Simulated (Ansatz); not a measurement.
**PdIn (Pm-3m): band-structure transport figures**

```xyz
2
Lattice="3.2469 0.0000 0.0000 0.0000 3.2469 0.0000 0.0000 0.0000 3.2469" Properties=species:S:1:pos:R:3 pbc="T T T"
In     0.0000     0.0000     0.0000
Pd     1.6235     1.6235     1.6235
```

Method: PBEsol, rigid bands (plane waves, PAW, scalar-relativistic; Ansatz, a program for electronic structure). Geometry: cell and atoms relaxed with PBEsol.

The density of states at the Fermi level is 0.681 states/(eV·cell), both spins, the bare Sommerfeld coefficient comes out as 0.80 mJ/(mol of atoms·K²) and the drude plasma energy is 7.8 eV. The root-mean-square Fermi velocity is 1.1e6 m/s and the resistivity times τ is 8.1 ×10⁻²² Ω·m·s.

A metal at this level (no band gap); rigid bands, thermally averaged at 300 K, both spins. Spin-orbit coupling is left out. τ is one relaxation time for all states.

Computed structure with no diffraction record at hand here (it may be known, metastable or hypothetical): PdIn (Pm-3m).
